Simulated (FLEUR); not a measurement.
Band structure of TiCo (Pm-3m, 2 atoms in the cell).

```xyz
2
Lattice="2.9551 0.0000 0.0000 0.0000 2.9551 0.0000 0.0000 0.0000 2.9551" Properties=species:S:1:pos:R:3 pbc="T T T"
Ti     0.0000     0.0000     0.0000
Co     1.4775     1.4775     1.4775
```
Moments meant for the start (each program seeds them in its own way; μB, in the order of the atoms Ti Co): 1.0 3.0.

Computed with PBE, all-electron FLAPW (FLEUR), scalar-relativistic valence.

Settings: Kmax = 3.5 1/bohr; GmaxXC = 14 1/bohr; xcFunctional = pbe; jspins = 2; l_soc = F; mode = hist; fermiSmearingEnergy = 0.00367493 Htr; mesh (inpgen div1-3) = 8 8 8; inpgen gamma flag = true; Gmax = 14 1/bohr; numbands = 0; maxIterBroyd = 25; imix = Anderson; alpha = 0.05.

The starting cell comes from a database of computed structures (which also holds hypothetical and non-ambient phases and stackings), without a prior relaxation at this level. Its lattice was rescaled by a random factor within 2.5 % of one. Values depend on the basis (sphere radii, cutoffs, local orbitals), which need not be converged.

Levels in eV from the Fermi level, bands 11 to 18 of the first spin channel:
| point | 11 | 12 | 13 | 14 | 15 | 16 | 17 | 18 |
|---|---|---|---|---|---|---|---|---|
| Γ | -1.90 | -1.90 | -1.90 | 0.57 | 0.57 | 2.83 | 2.83 | 2.83 |
| X | -2.02 | -2.02 | -1.53 | -0.71 | -0.54 | 0.72 | 0.72 | 2.38 |
| M | -2.80 | -1.51 | -0.76 | 0.71 | 0.71 | 1.18 | 2.61 | 2.61 |
| R | -2.14 | -2.14 | -2.14 | -1.49 | -1.49 | 3.36 | 3.36 | 7.18 |
